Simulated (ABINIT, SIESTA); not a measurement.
An ABINIT input for a self-consistent single point of HgS (F-43m, 2 atoms in the cell) (DFT, PBE, plane waves, norm-conserving pseudopotentials (PseudoDojo nc-sr-05 PBE standard)):

```
# HgS, PseudoDojo nc-sr-05 PBE standard
pp_dirpath "./"
pseudos "Hg.upf, S.upf"
acell 3*1.0 Angstrom
rprim
        -0.0000000000    2.9236350000    2.9236350000
         2.9236350000    0.0000000000    2.9236350000
         2.9236350000    2.9236350000    0.0000000000
natom 2
ntypat 2
znucl 80 16
typat 1 2
xred
         0.0000000000    0.0000000000    0.0000000000
         0.2500000000    0.2500000000    0.2500000000
ecut 33
ixc 11
occopt 3
tsmear 0.00183747
nband 18
kptopt 1
ngkpt 13 13 13
nshiftk 1
shiftk 0 0 0
nstep 80
tolvrs 1.0e-10
prtwf 0
prtden 0
enunit 2
```

**Question.** Translate this input to SIESTA.

**Answer.** This is the input that was run; spellings and numerical settings could be chosen otherwise.

```
# files in the folder: Hg.psml S.psml (PseudoDojo PBE standard)
SystemName  HgS
SystemLabel HgS

NumberOfAtoms                2
NumberOfSpecies              2
%block ChemicalSpeciesLabel
  1 80 Hg
  2 16 S
%endblock ChemicalSpeciesLabel
LatticeConstant              1.0 Ang
%block LatticeVectors
     0.000000000    2.923635000    2.923635000
     2.923635000    0.000000000    2.923635000
     2.923635000    2.923635000    0.000000000
%endblock LatticeVectors
AtomicCoordinatesFormat      Bohr
%block AtomicCoordinatesAndAtomicSpecies
     0.000000000    0.000000000    0.000000000  1
     2.762434719    2.762434719    2.762434719  2
%endblock AtomicCoordinatesAndAtomicSpecies

XC.functional                GGA
XC.authors                   PBE
PAO.BasisSize                TZP
PAO.EnergyShift              0.005 Ry
MeshCutoff                   350 Ry
%block kgrid.MonkhorstPack
   13   0   0  0.0
    0  13   0  0.0
    0   0  13  0.0
%endblock kgrid.MonkhorstPack
OccupationFunction           FD
ElectronicTemperature        50.0 meV

MaxSCFIterations             150
SCF.Mixer.Method             Broyden
SCF.Mixer.Weight             0.1
SCF.Mixer.History            6
SCF.DM.Tolerance             1.0E-05
Diag.ParallelOverK           true
WriteForces                  true
Charge.Mulliken              end
```

Basis settings and potentials, where a program has them, do not carry over. This input uses DFT, GGA PBE, numerical atomic orbitals TZP, PseudoDojo PBE standard norm-conserving potentials (rewritten from UPF to PSML). Both were run: pressure 4.31 GPa in ABINIT and 3.34 in SIESTA.

On SIESTA: the starting cell comes from a database of computed structures (which also holds hypothetical and non-ambient phases and stackings), without a prior relaxation at this level. Its lattice was rescaled by a random factor within 2.5 % of one. Values carry the incompleteness of an atom-centred basis. With a pressure of about 3 GPa the cell is away from its equilibrium volume at this level. The run gives no clean gap (levels at the Fermi energy touch, overlap or are partly filled at this smearing), which alone does not show that the compound is a metal.

On ABINIT: the starting cell comes from a database of computed structures (which also holds hypothetical and non-ambient phases and stackings), without a prior relaxation at this level. Its lattice was rescaled by a random factor within 2.5 % of one. With a pressure of about 4 GPa the cell is away from its equilibrium volume at this level. The run gives no clean gap (levels at the Fermi energy touch, overlap or are partly filled at this smearing), which alone does not show that the compound is a metal.
